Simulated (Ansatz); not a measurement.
**Several settings converged on NbH (Cmm2, 4 atoms in the cell)**

```
NbH
1.0
    1.83983    -2.38602     0.00000
    1.83983     2.38602     0.00000
    0.00000     0.00000     4.78982
Nb H
2 2
Direct
  0.75000   0.25000   0.27928
  0.25000   0.75000   0.73116
  0.25000   0.25000   0.00000
  0.75000   0.75000   0.00000
```

Base method: PBEsol, default PAW files made with PBE (plane waves; Ansatz, a first-principles code).

Base settings: basis.ecutwfc = 420 eV; kpoints.mp_grid.grid = 11 11 7; hamiltonian.xc = pbesol; hamiltonian.pseudopotentials = {kind: paw} (the program's default PAW files); scf.occupations.method = fermi_dirac; scf.occupations.width = 0.1 eV.

The count of work is k-points × plane waves × bands × iterations; it is no time. 

**The width of Fermi-Dirac smearing**

In this ladder: kpoints.mp_grid.grid = 18 18 12.

Narrow widths need finer meshes than wide ones, so the last steps can hold mesh noise.

Only quantities that move along the ladder and can be compared are tabulated; pressure and forces are left out, as mesh noise rules them at narrow widths.

| scf.occupations.width | free energy less the last step's (meV/atom) | energy extrapolated to zero width less the last step's (meV/atom) |
|---|---|---|
| 1 eV | -812.17 | 51.88 |
| 0.5 eV | -168.02 | 31.81 |
| 0.3 eV | -48.50 | 10.04 |
| 0.2 eV | -17.95 | 3.02 |
| 0.1 eV | -3.12 | 0.22 |
| 0.05 eV | 0.00 | 0.00 |

Widest scf.occupations.width that holds the free energy within 5 meV/atom: not settled: the last two steps still differ by 3.1 meV/atom, over half the tolerance, so the ladder does not show it.

Widest scf.occupations.width that holds the energy extrapolated to zero width within 1 meV/atom of the last step, with all finer ones: 0.1 eV; the step before is off by 3.0 meV/atom.

The extrapolation to zero width removes most of the smearing's effect on the energy.

**The width of Methfessel-Paxton smearing**

In this ladder: kpoints.mp_grid.grid = 18 18 12; scf.occupations.method = methfessel_paxton.

Narrow widths need finer meshes than wide ones, so the last steps can hold mesh noise.

Only quantities that move along the ladder and can be compared are tabulated; pressure and forces are left out, as mesh noise rules them at narrow widths.

```tsv
scf.occupations.width	free energy less the last step's (meV/atom)
1 eV	20.07
0.5 eV	2.58
0.3 eV	0.38
0.2 eV	0.14
0.1 eV	0.03
0.05 eV	0.00
```

Widest scf.occupations.width that holds the free energy within 0.5 meV/atom of the last step, with all finer ones: 0.3 eV; the step before is off by 2.6 meV/atom.

**The mesh under tetrahedron occupations**

In this ladder: scf.occupations.method = tetrahedron; scf.occupations.width = default.

Only quantities that move along the ladder and can be compared are tabulated.

```csv
kpoints.mp_grid.grid,free energy less the last step's (meV/atom),pressure (GPa),largest difference of a force vector from the last step's (eV/Å),count of work / last
5 5 3,-0.77,-5.06,0.123,0.012
6 6 4,-0.25,-5.10,0.003,0.024
7 7 5,1.17,-5.12,0.024,0.029
9 9 6,1.47,-5.08,0.022,0.061
11 11 7,-0.30,-5.16,0.009,0.087
14 14 9,-0.03,-5.20,0.002,0.17
17 17 11,0.14,-5.20,0.004,0.30
21 21 13,0.02,-5.21,0.002,0.51
26 26 16,0.00,-5.22,0.000,1.0
```

State of the pressure at the end of the ladder: still drifting one way, by 0.02 GPa over the last two steps, so the last step is no safe reference.

Coarsest kpoints.mp_grid.grid that holds the free energy within 1 meV/atom of the last step, with all finer ones: 11 11 7, at 0.087 of the last step's count of work; the step before is off by 1.5 meV/atom.

Coarsest kpoints.mp_grid.grid that holds the forces within 0.01 eV/Å of the last step, with all finer ones: 11 11 7, at 0.087 of the last step's count of work; the step before is off by 0.022 eV/Å.

On the base run: the starting cell comes from a database of computed structures (which also holds hypothetical and non-ambient phases and stackings), without a prior relaxation at this level. Its lattice was rescaled by up to half a per cent. One atom was moved a little off its site on purpose. Spin polarisation is off. In the base run, with a pressure of about -5 GPa the cell is away from its equilibrium volume at this level. Ansatz's pressure includes its estimate of the finite-basis (Pulay) stress.

Left out of this page: 4 runs of the series outside the window shown, repeating another row's setting, or not comparable.

Keys are those of Ansatz 0.2.
